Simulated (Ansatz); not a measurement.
```yaml
crystal:
  lattice:
    - [3.70139, 0.00000, 0.00000]
    - [-1.85069, 3.20549, 0.00000]
    - [0.00000, 0.00000, 18.93629]
  atoms:
    - { symbol: Sn, position: [0.00000, 0.00000, 0.50000] }
    - { symbol: S, position: [0.33333, 0.66667, 0.57808] }
    - { symbol: S, position: [0.66667, 0.33333, 0.42192] }
```

The numbers are results of PBE, rigid bands (plane waves, PAW, scalar-relativistic; Ansatz, a quantum-chemistry and plane-wave program), not measurements. How the cell was made: cell and atoms relaxed with PBE.

**Question.** What conductivity effective mass do dilute electrons have at 300 K?

**Answer.** 0.40 mₑ.

**Question.** Predict the hole conductivity mass (n e² τ/σ) at 300 K, by direction if it differs.

**Answer.** 0.55 mₑ.

**Question.** And the band gap?

**Answer.** 1.57 eV at this level; semilocal functionals usually fall short of the measured gap.

Rigid bands, one relaxation time for all states, no polarons. Spin-orbit coupling is left out; where it splits the top of the valence band it changes the hole mass and lowers the gap by about a third of the splitting.
